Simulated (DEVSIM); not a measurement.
Device: illuminated Si n-on-p cell, one wavelength, at 400 K.

```
layer (left to right)  material  thickness (μm)  Nd (cm⁻³)  Na (cm⁻³)  τn (s)  τp (s)  absorption coefficient (cm⁻¹)
---------------------  --------  --------------  ---------  ---------  ------  ------  -----------------------------
1                            Si          0.0680     2.5e18          -  1.6e-5  1.5e-5                            110
2                            Si            90.0          -       7e15  0.0002  0.0002                            110
```

Left contact: ohmic, minority hole recombination velocity 8e5 cm/s. Right contact: ohmic, minority electron recombination velocity 10 cm/s. Voltage is applied to the left contact. Recombination: SRH at mid-gap, radiative, Auger. Light enters at the left, 1.1e18 photons cm⁻² s⁻¹, one pass, no reflection. Mobility is μmin + (μ − μmin)/(1 + (N/Nref)^α).

Constants are typed, rounded textbook-type inputs, not results; the design itself was drawn at random and stands for no fabricated device. Values at 300 K; Nc and Nv go as T^1.5, mobilities as T to minus their exponent, the gap by Varshni's rule with the affinity fixed.

| parameter | Si |
|---|---|
| gap (eV) | 1.124 |
| affinity (eV) | 4.05 |
| permittivity | 11.7 |
| Nc (cm⁻³) | 2.86e19 |
| Nv (cm⁻³) | 3.1e19 |
| μn (cm²/Vs) | 1417 |
| μp (cm²/Vs) | 470 |
| μn,min | 52 |
| μp,min | 45 |
| Nref,n | 9.7e16 |
| Nref,p | 2.2e17 |
| αn | 0.68 |
| αp | 0.72 |
| T exponent of μn | 2.3 |
| T exponent of μp | 2.2 |
| B (cm³/s) | 4.7e-15 |
| Cn (cm⁶/s) | 2.8e-31 |
| Cp (cm⁶/s) | 9.9e-32 |
| Varshni α (eV/K) | 0.000473 |
| Varshni β (K) | 636 |

Model (solved in DEVSIM): 1D drift-diffusion, Boltzmann statistics, complete ionisation; no tunnelling, impact ionisation, image-force lowering or self-heating.

The photon flux was swept, all else fixed.

```tsv
photon flux (cm^-2 s^-1)	fill factor	open-circuit voltage (V)	short-circuit current (mA/cm²)	largest power (mW/cm²)
3.3e16	[?]	[?]	[?]	0.651
1.1e17	0.69	0.339	11.0	2.57
3.3e17	0.71	0.378	33.0	8.83
1.1e18	0.72	0.420	110	33.5
3.3e18	0.73	0.460	330	111
1.1e19	0.72	0.507	1100	401
3.3e19	0.68	0.552	3310	1250
```

What belongs in the gaps?


- 3.3e16, fill factor: 0.66
- 3.3e16, open-circuit voltage (V): 0.298
- 3.3e16, short-circuit current (mA/cm²): 3.30
